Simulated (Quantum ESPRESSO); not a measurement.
A self-consistent single point of KSr3 (Fm-3m, 4 atoms in the cell) with Quantum ESPRESSO.

Computed with PBEsol, SSSP 1.1.2 efficiency (PBE) pseudopotentials (plane waves; Quantum ESPRESSO).

```
KSr3
1.0
    0.00000     4.97170     4.97170
    4.97170     0.00000     4.97170
    4.97170     4.97170     0.00000
K Sr
1 3
Direct
  0.00000   0.00000   0.00000
  0.25000   0.25000   0.25000
  0.75000   0.75000   0.75000
  0.50000   0.50000   0.50000
```

Reference input (self-consistent single point, DFT, LDA (PZ), plane waves, GBRV 1.5 ultrasoft (LDA) pseudopotentials): ecutwfc = 40 Ry; ecutrho = 200 Ry; occupations = smearing; smearing = fermi-dirac; degauss = 0.0036749 Ry; potentials = {K: k_lda_v1.4.uspp.F.UPF, Sr: sr_lda_v1.uspp.F.UPF}; K_POINTS = automatic 5 5 5 0 0 0; conv_thr = 1e-08 Ry. This run's input differs from it in these lines:

```diff
@@ -13,4 +13,4 @@
    ntyp = 2,
-   ecutwfc = 40,
-   ecutrho = 200,
+   ecutwfc = 50,
+   ecutrho = 400,
    occupations = 'smearing',
@@ -18,2 +18,3 @@
    degauss = 0.0036749,
+   input_dft = 'pbesol',
 /
@@ -23,4 +24,4 @@
 ATOMIC_SPECIES
-K     39.0983  k_lda_v1.4.uspp.F.UPF
-Sr    87.6200  sr_lda_v1.uspp.F.UPF
+K     39.0983  K.pbe-spn-kjpaw_psl.1.0.0.UPF
+Sr    87.6200  Sr_pbe_v1.uspp.F.UPF
 ATOMIC_POSITIONS crystal
```

Output (repeated stretches shortened):

```
     Self-consistent Calculation

     iteration #  1     ecut=    50.00 Ry     beta= 0.70

---- Real-time Memory Report at c_bands before calling an iterative solver
           777 MiB given to the printing process from OS
           172 MiB allocation reported by mallinfo(arena+hblkhd)
------------------

     Threshold (ethr) on eigenvalues was too large:
     Diagonalizing with lowered threshold

---- Real-time Memory Report at c_bands before calling an iterative solver
           832 MiB given to the printing process from OS
           192 MiB allocation reported by mallinfo(arena+hblkhd)
------------------

   [... lines left out ...]
           852 MiB given to the printing process from OS
           212 MiB allocation reported by mallinfo(arena+hblkhd)
------------------

     negative rho (up, down):  1.987E-01 0.000E+00

     total energy              =    -321.24280626 Ry
     estimated scf accuracy    <       0.00000004 Ry

     iteration #  7     ecut=    50.00 Ry     beta= 0.70

---- Real-time Memory Report at c_bands before calling an iterative solver
           855 MiB given to the printing process from OS
           214 MiB allocation reported by mallinfo(arena+hblkhd)
------------------

     negative rho (up, down):  1.987E-01 0.000E+00
     End of self-consistent calculation

     the Fermi energy is     3.8579 ev

!    total energy              =    -321.24280629 Ry
     estimated scf accuracy    <          8.8E-10 Ry
     smearing contrib. (-TS)   =      -0.00206696 Ry
     internal energy E=F+TS    =    -321.24073933 Ry

      -> PAW hartree energy AE =      37.19424090 Ry
      -> PAW hartree energy PS =     -36.98261299 Ry
      -> PAW xc energy AE      =     -64.58679410 Ry
      -> PAW xc energy PS      =      10.41065329 Ry
      -> total E_H with PAW    =      61.74656881 Ry
      -> total E_XC with PAW   =    -118.86797687 Ry

     convergence has been achieved in   7 iterations

     negative rho (up, down):  1.987E-01 0.000E+00

     Forces acting on atoms (cartesian axes, Ry/au):

   [... lines left out ...]
     Total force =     0.000000     Total SCF correction =     0.000000
   [... lines left out ...]

     negative rho (up, down):  1.987E-01 0.000E+00
          total   stress  (Ry/bohr**3)                   (kbar)     P=       -8.76
  -0.00005956  -0.00000000  -0.00000000           -8.76       -0.00       -0.00
  -0.00000000  -0.00005956  -0.00000000           -0.00       -8.76       -0.00
  -0.00000000   0.00000000  -0.00005956           -0.00        0.00       -8.76

   JOB DONE.
```

The run converged in 7 iterations. Against the reference run the pressure goes from -1.59 to -0.88 GPa.

The starting cell comes from a database of computed structures (which also holds hypothetical and non-ambient phases and stackings), without a prior relaxation at this level. Its lattice was rescaled by a random factor within 2.5 % of one.

Cost on one core of a shared machine: roughly 70 s.
